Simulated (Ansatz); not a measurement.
Pb3O4 (Pbam, No. 55, 14 atoms in the cell; start mp-636813; a measured phase of this formula has another space group), treated with r²SCAN (Ansatz, a program for electronic structure, plane waves, PAW).

Settings: plane-wave cutoff 500 eV, 6×4×12 k mesh (along the axes of the cell as run), Fermi–Dirac smearing 0.05 eV, scalar-relativistic PAW data made under PBE.

Cell (relaxed at this level):

```xyz
14
Lattice="6.9533 0.0000 0.0000 0.0000 9.9487 0.0000 0.0000 0.0000 3.4499" Properties=species:S:1:pos:R:3 pbc="T T T"
Pb     0.0482     8.0563     0.0000
Pb     6.9051     1.8923     0.0000
Pb     3.5248     6.8667     0.0000
Pb     3.4284     3.0820     0.0000
Pb     0.0000     4.9743     1.7249
Pb     3.4766     0.0000     1.7249
O      5.8702     5.8926     0.0000
O      1.0831     4.0561     0.0000
O      2.3935     9.0304     0.0000
O      4.5598     0.9183     0.0000
O      5.9137     3.0785     1.7249
O      1.0395     6.8702     1.7249
O      2.4371     1.8959     1.7249
O      4.5162     8.0528     1.7249
```

Problem. Give the computed band gap.

Solution. 
- band gap: 1.35 eV (on the SCF k mesh)

Note: the relaxation could not lower the start's symmetry, so the cell can be a saddle point above a distorted one.

Spin–orbit coupling is not included; with these elements it can move the gap by several tenths of an eV or more.

Computed values are for the static lattice.

A start named mp-… is a Materials Project structure, which need not be a measured phase.
